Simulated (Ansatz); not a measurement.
The reference is GeS in the GeS type structure (space group Pnma, No. 62; a = 10.098 Å, b = 3.644 Å, c = 4.020 Å; layered, stacked along the Cartesian x axis). Axes: x, y, z lie along a, b, c of the conventional cell.

Computed with PBEsol-D3(BJ), PAW, 420 eV (Ansatz, a quantum-chemistry and plane-wave program; spin-orbit coupling left out), earlier PAW set.

It is then changed as follows: the cell is compressed by 3.02 % along y with no lateral relaxation; the atoms relax in the strained cell.

Task: Estimate the effect on the stress.

Result: The stress (xx, yy, zz, yz, xz, xy; compression positive) comes out as (0.60, 4.15, 1.64, 0.00, 0.00, 0.00) GPa.

No phonon test of stability was made. The program warned that a D3 coordination switch lies within reach, so dispersion energies are less smooth here.
